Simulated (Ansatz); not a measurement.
The starting structures come from a database of crystals and need not be the phases stable at ambient conditions.

By PBEsol, the system below comes out a metal.

The ballistic (Sharvin) conductance counts the channels at the Fermi level: G/A = (e²/h) × channels of both spins per area.

Given:

```xyz
5
Lattice="3.8893 0.0000 0.0000 0.0000 3.8893 0.0000 1.9447 -1.9447 4.6556" Properties=species:S:1:pos:R:3 pbc="T T T"
Ca     0.0000     0.0000     0.0000
Ni     1.9447     0.0000     2.3278
Ni     3.8893     1.9447     2.3278
P      1.9447     1.9447     1.1582
P      3.8893     0.0000     3.4974
```

Space group of this cell: I4/mmm. The cell is taken as given; by PBEsol its mean pressure is -2.6 GPa.

The current flows along the normal of the first two printed cell vectors, the (001) plane of the conventional cell. No spin-orbit coupling; the value is a mean over 0.1 eV about the Fermi level.

Task: Predict the ballistic conductance per area from PBEsol (Ansatz, an electronic-structure program).

Result: 0.67 × 10¹⁵ S/m² for both spins.
